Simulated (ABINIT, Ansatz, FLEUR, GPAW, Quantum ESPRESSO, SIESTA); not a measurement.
# One structure in several programs: Nb₃AlV₃Sn (R3, 8 atoms in the cell)

Self-consistent single point.

```yaml
crystal:
  lattice:
    - [3.60563, 2.08171, 2.93378]
    - [-3.60563, 2.08171, 2.93378]
    - [0.00000, -4.16343, 2.93378]
  atoms:
    - { symbol: Al, position: [0.49632, 0.49632, 0.49632] }
    - { symbol: Nb, position: [0.00064, 0.50185, 0.73600] }
    - { symbol: Nb, position: [0.73600, 0.00064, 0.50185] }
    - { symbol: Nb, position: [0.50185, 0.73600, 0.00064] }
    - { symbol: V, position: [0.99677, 0.50287, 0.25830], spin: 2.0 }
    - { symbol: V, position: [0.25830, 0.99677, 0.50287], spin: 2.0 }
    - { symbol: V, position: [0.50287, 0.25830, 0.99677], spin: 2.0 }
    - { symbol: Sn, position: [0.00723, 0.00723, 0.00723] }
```
(The spins are starting values, not results.)

All programs got the same cell, k-point mesh and kind of occupations, and the same starting moments (in Ansatz's words: kpoints.mp_grid.grid = 3 3 3; magnetization.spin_polarized = true; scf.occupations.method = gaussian; scf.occupations.width = 0.2 eV); potentials, basis and cutoffs are each program's usual ones.

```
code                                                                                                                                 model  pressure (GPa)  largest force (eV/Å)  size of the net moment (μB/atom)  k-points           cutoff
----------------  ------------------------------------------------------------------------------------------------------------------------  --------------  --------------------  --------------------------------  --------  ---------------
Ansatz                                                                                                 LDA (PW92), PAW files made with PBE          -10.05                 0.153                              0.00         6           420 eV
Quantum ESPRESSO                                                    LDA (PW92), PseudoDojo standard norm-conserving (LDA) pseudopotentials           -9.86                 0.153                              0.15         6            85 Ry
FLEUR                                                     LDA (Vosko-Wilk-Nusair), all-electron FLAPW (FLEUR), scalar-relativistic valence               –                     –                              0.00         6  Kmax 3.8 1/bohr
GPAW                                                                         LDA (Perdew-Wang 92), GPAW PAW datasets LDA (gpaw-data 1.0.1)          -10.17                 0.176                              0.00         6           800 eV
ABINIT                                                     LDA (PW92), norm-conserving pseudopotentials (PseudoDojo nc-sr-04 LDA standard)           -9.87                 0.153                              0.15         6            42 Ha
SIESTA            LDA PW92, numerical atomic orbitals DZP, PseudoDojo LDA standard norm-conserving potentials (rewritten from UPF to PSML)          -10.20                 0.229                              0.21        14      grid 400 Ry
```

Size of the force on each atom (eV/Å): Sizes of forces hide their directions.

| code | Al1 | Nb2 | Nb3 | Nb4 | V5 | V6 | V7 | Sn8 |
|---|---|---|---|---|---|---|---|---|
| Ansatz | 0.088 | 0.153 | 0.153 | 0.153 | 0.115 | 0.115 | 0.115 | 0.060 |
| Quantum ESPRESSO | 0.086 | 0.153 | 0.153 | 0.153 | 0.112 | 0.112 | 0.112 | 0.057 |
| GPAW | 0.073 | 0.176 | 0.176 | 0.176 | 0.124 | 0.124 | 0.124 | 0.032 |
| ABINIT | 0.086 | 0.153 | 0.153 | 0.153 | 0.112 | 0.112 | 0.112 | 0.057 |
| SIESTA | 0.122 | 0.182 | 0.182 | 0.182 | 0.229 | 0.229 | 0.229 | 0.141 |

A dash marks a value that a program does not give, or that is left out as unsure.

The net moments differ, which can mean other magnetic states; other values may part for that reason too.

The spread over the programs that give each value: pressure within 0.34 GPa; largest force within 0.076 eV/Å; size of the net moment within 0.21 μB/atom.

The starting cell comes from a database of computed structures (which also holds hypothetical and non-ambient phases and stackings), without a prior relaxation at this level. On Ansatz's run: The starting moments vanished: the run ended non-magnetic, which need not be the lowest state. The program warned that a starting moment was not kept. In the base run, with a pressure of about -10 GPa the cell is away from its equilibrium volume at this level. Without a gap this mesh is coarse (it stands for a supercell whose shortest vector is 15 Å).

Question: Why do the programs differ, and what cannot be compared?

Answer: Differences of this kind can come from the potentials, where these differ, and from what each basis and cutoff leave unconverged. The zero of total energies and Fermi levels follows the potentials and each program's conventions, so they are not compared here. SIESTA uses small atom-centred bases, whose incompleteness enters pressures, forces and empty levels differently from a plane-wave cutoff. FLEUR treats all electrons, but the usual bases taken here (sphere radii, linearisation, local orbitals, empty states) were not tested for convergence, so the values are no reference for the others. Ansatz's pressure is given at a fixed set of plane waves, as the other plane-wave codes print theirs; with its correction for the finite basis it is -10.01 GPa. Site moments depend on each program's spheres or projections; the total moment of the cell does not. The programs reduce the same mesh by symmetry to different extents, which changes the work and not the result. In the force vectors, SIESTA (by 0.117) lies more than 0.08 eV/Å from the median of the plane-wave programs.

The shared mesh is coarse (it stands for a supercell whose shortest vector is 15 Å), so the values are not converged in it.

Ansatz is a quantum-chemistry and plane-wave program.

Keys are those of Ansatz 0.2.
